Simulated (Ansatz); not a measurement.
**Phonon-limited transport in LuPd$_{3}$ (Pm-3m)**

Here is the system:

```
LuPd3
1.0
    4.01716     0.00000     0.00000
    0.00000     4.01716     0.00000
    0.00000     0.00000     4.01716
Lu Pd
1 3
Cartesian
  0.00000   0.00000   0.00000
  2.00858   0.00000   2.00858
  0.00000   2.00858   2.00858
  2.00858   2.00858   0.00000
```

All values below come from PBEsol, DFPT electron-phonon coupling, linearised Boltzmann equation (plane waves, PAW, scalar-relativistic; Ansatz, a quantum-chemistry and plane-wave program). Cell: relaxed with this functional, without spin-orbit coupling.

```
Item                                                      Result
------------------------------------  --------------------------
resistivity at 300 K                                  10.8 μΩ·cm
resistivity at 77 K                                   1.83 μΩ·cm
density of states at the Fermi level  1.29 states/(eV·spin·cell)
Drude plasma energy                                       4.8 eV
```

A metal at this level (no band gap). Only scattering by harmonic phonons is included (no impurities, grain boundaries, electron-electron scattering or thermal expansion). Spin-orbit coupling is left out, which matters with elements this heavy. The run warned that the eigensolver left some states short of its tolerance. Halving the electron mesh (20x20x20) moves the resistivity by up to 8 % at 300 K. Smearing 0.20 eV; phonons on a 4x4x4 q mesh, which this run doesn't test and which matters most at low temperature.

Formula and space group known from diffraction (Crystallography Open Database), not checked to be the room-temperature form: LuPd3 (Pm-3m).
